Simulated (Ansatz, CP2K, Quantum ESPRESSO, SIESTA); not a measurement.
# Code comparison for TiAlPt (P1, 6 atoms in the cell)

Self-consistent single point, at a second geometry (atoms moved at random). First geometry:

```
TiAlPt
1.0
    4.41685     0.00000     0.00000
   -2.20843     3.82510     0.00000
    0.00000     0.00000     5.40771
Ti Al Pt
2 2 2
Cartesian
  0.00000   0.00000   0.00000
  0.00000   0.00000   2.70385
  0.00000   2.55007   1.35193
  2.20843   1.27503   4.05578
  2.20843   1.27503   1.35193
  0.00000   2.55007   4.05578
```

Second geometry:
```xyz
6
Lattice="4.4169 0.0000 0.0000 -2.2084 3.8251 0.0000 0.0000 0.0000 5.4077" Properties=species:S:1:pos:R:3 pbc="T T T"
Ti     0.0181     0.0110    -0.0191
Ti     0.0085     0.0297     2.7325
Al    -0.0272     2.5584     1.3673
Al     2.2341     1.2637     4.0613
Pt     2.1660     1.2665     1.3360
Pt     0.0174     2.5208     4.0413
```

Shared settings, as Ansatz (a first-principles code) writes them: kpoints.mp_grid.grid = 6 6 4; scf.occupations.method = fermi_dirac; scf.occupations.width = 0.05 eV. Potentials and cutoffs stand in the table.

```json
[
 {"code": "Ansatz", "model": "PBEsol, PAW files made with PBE", "ΔF from the first geometry (meV/atom)": "4.9", "pressure (GPa)": "-2.54", "largest force (eV/Å)": "0.464", "cutoff": "420 eV"},
 {"code": "CP2K", "model": "PBEsol, GPW, DZVP-MOLOPT-SR-GTH basis, GTH-PBE potentials (GTH_POTENTIALS)", "ΔF from the first geometry (meV/atom)": "5.0", "pressure (GPa)": "-1.67", "largest force (eV/Å)": "0.481", "cutoff": "grid 600 Ry"},
 {"code": "SIESTA", "model": "GGA PBEsol, numerical atomic orbitals TZP, PseudoDojo PBEsol standard norm-conserving potentials (rewritten from UPF to PSML)", "ΔF from the first geometry (meV/atom)": "4.9", "pressure (GPa)": "-4.03", "largest force (eV/Å)": "0.465", "cutoff": "grid 300 Ry"},
 {"code": "Quantum ESPRESSO", "model": "PBEsol, GBRV 1.5 ultrasoft (PBESOL) pseudopotentials", "ΔF from the first geometry (meV/atom)": "4.9", "pressure (GPa)": "-2.71", "largest force (eV/Å)": "0.466", "cutoff": "50 Ry"}
]
```

Size of the force on each atom (eV/Å): Sizes of forces hide their directions.

```
code                Ti1    Ti2    Al3    Al4    Pt5    Pt6
----------------  -----  -----  -----  -----  -----  -----
Ansatz            0.400  0.464  0.110  0.100  0.325  0.280
CP2K              0.418  0.481  0.117  0.104  0.333  0.289
SIESTA            0.398  0.465  0.113  0.102  0.341  0.296
Quantum ESPRESSO  0.401  0.466  0.111  0.101  0.326  0.281
```

On Ansatz's run: spin-orbit coupling is off. Spin polarisation is off.

The spread over the programs that give each value: ΔF from the first geometry within 0.1 meV/atom; pressure within 2.36 GPa; largest force within 0.017 eV/Å.

CP2K and SIESTA use small atom-centred bases, whose incompleteness enters pressures, forces and empty levels differently from a plane-wave cutoff. Ansatz's pressure is given at a fixed set of plane waves, as the other plane-wave codes print theirs; with its correction for the finite basis it is -2.49 GPa. In the pressure, SIESTA (by 1.41) lies more than 1 GPa from the median of the plane-wave programs.

The starting cell comes from a database of computed structures (which also holds hypothetical and non-ambient phases and stackings), without a prior relaxation at this level. For this run, on top of that: atoms moved at random.

Left out of this page: Elk (not drawn, or without a comparable value).

Keys are those of Ansatz 0.2.
